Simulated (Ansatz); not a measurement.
# CaB6 under a change: Ca → Be

The reference is CaB₆ (space group Pm-3m, No. 221; a = 4.127 Å).

One thing is altered: Be takes the place of Ca on all its sites; the structure is relaxed again.

Calculations: DFT with PBEsol, PAW potentials and a 420 eV plane-wave cutoff in Ansatz (a first-principles code), spin-orbit coupling left out. Γ-centred 12×12×12 mesh, Fermi–Dirac width 0.05 eV, for the changed cell.

```json
[
 {"quantity": "volume per atom", "base": "10.04 Å³", "changed": "9.69 Å³", "shift": "-0.357 Å³"},
 {"quantity": "density", "base": "2.48 g/cm³", "changed": "1.81 g/cm³", "shift": "-0.67 g/cm³"},
 {"quantity": "space group", "base": "Pm-3m (No. 221)", "changed": "Pm-3m (No. 221)", "shift": "–"},
 {"quantity": "shortest interatomic distance", "base": "1.664 Å", "changed": "1.620 Å", "shift": "-0.044 Å"},
 {"quantity": "band gap", "base": "zero", "changed": "zero", "shift": "–"}
]
```

Final structure:

```yaml
crystal:
  lattice:
    - [4.07768, 0.00000, 0.00000]
    - [0.00000, 4.07768, 0.00000]
    - [0.00000, 0.00000, 4.07768]
  atoms:
    - { symbol: Be, position: [0.00000, 0.00000, 0.00000] }
    - { symbol: B, position: [0.19860, 0.50000, 0.50000] }
    - { symbol: B, position: [0.80140, 0.50000, 0.50000] }
    - { symbol: B, position: [0.50000, 0.19860, 0.50000] }
    - { symbol: B, position: [0.50000, 0.80140, 0.50000] }
    - { symbol: B, position: [0.50000, 0.50000, 0.19860] }
    - { symbol: B, position: [0.50000, 0.50000, 0.80140] }
```

Cost of the whole job for the changed cell (relaxation, final SCF and bands): very roughly 30 core-seconds.

No phonon test of stability was made. As relaxed here, BeB6 is a hypothetical phase, not in the database extracts checked. The final runs are not spin-polarised. Gaps under 0.05 eV, about the width of the smearing, are given as zero. The zero or small gap of CaB6 can change with the level of theory.
